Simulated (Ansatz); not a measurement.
# Mo, response to strain

Base system: Mo in the bcc (W type) structure (space group Im-3m, No. 229; relaxed with 0.1 eV smearing).

```
Mo
1.0
   -1.56498     1.56498     1.56498
    1.56498    -1.56498     1.56498
    1.56498     1.56498    -1.56498
Mo
1
Direct
  0.00000   0.00000   0.00000
```

Cartesian axes are those of the cell as printed.

Strains are applied to the cell and any free atomic positions relax; under biaxial strain the out-of-plane vector relaxes too.

Calculations: PBEsol, PAW, 420 eV (Ansatz, a program for electronic structure; scalar-relativistic without spin-orbit coupling).

Notes on the quantities. energy relative to the base: free energy F; in-plane stress: mean in-plane stress (compression positive).

```json
[
 {"change": "base", "out-of-plane strain": "–", "energy relative to the base": "0 meV/atom", "in-plane stress": "–"},
 {"change": "biaxial strain −3.00 %, plane normal [001], relaxed out of plane", "out-of-plane strain": "+2.37 %", "energy relative to the base": "+49 meV/atom", "in-plane stress": "+17.5 GPa"},
 {"change": "biaxial strain −2.50 %, plane normal [001], relaxed out of plane", "out-of-plane strain": "+1.93 %", "energy relative to the base": "+34 meV/atom", "in-plane stress": "+14.5 GPa"},
 {"change": "biaxial strain −2.00 %, plane normal [001], relaxed out of plane", "out-of-plane strain": "+1.51 %", "energy relative to the base": "+22 meV/atom", "in-plane stress": "+11.5 GPa"},
 {"change": "biaxial strain −1.50 %, plane normal [001], relaxed out of plane", "out-of-plane strain": "+1.11 %", "energy relative to the base": "+12 meV/atom", "in-plane stress": "+8.5 GPa"},
 {"change": "biaxial strain −0.50 %, plane normal [001], relaxed out of plane", "out-of-plane strain": "+0.36 %", "energy relative to the base": "+1.3 meV/atom", "in-plane stress": "+2.8 GPa"},
 {"change": "biaxial strain +0.50 %, plane normal [001], relaxed out of plane", "out-of-plane strain": "-0.35 %", "energy relative to the base": "+1.3 meV/atom", "in-plane stress": "-2.7 GPa"},
 {"change": "biaxial strain +1.50 %, plane normal [001], relaxed out of plane", "out-of-plane strain": "-1.02 %", "energy relative to the base": "+11 meV/atom", "in-plane stress": "-7.7 GPa"},
 {"change": "biaxial strain +2.50 %, plane normal [001], relaxed out of plane", "out-of-plane strain": "-1.67 %", "energy relative to the base": "+31 meV/atom", "in-plane stress": "-12.4 GPa"},
 {"change": "biaxial strain +3.00 %, plane normal [001], relaxed out of plane", "out-of-plane strain": "-1.99 %", "energy relative to the base": "+44 meV/atom", "in-plane stress": "-14.6 GPa"}
]
```

Stability against distortions was not tested. The final runs are not spin-polarised.
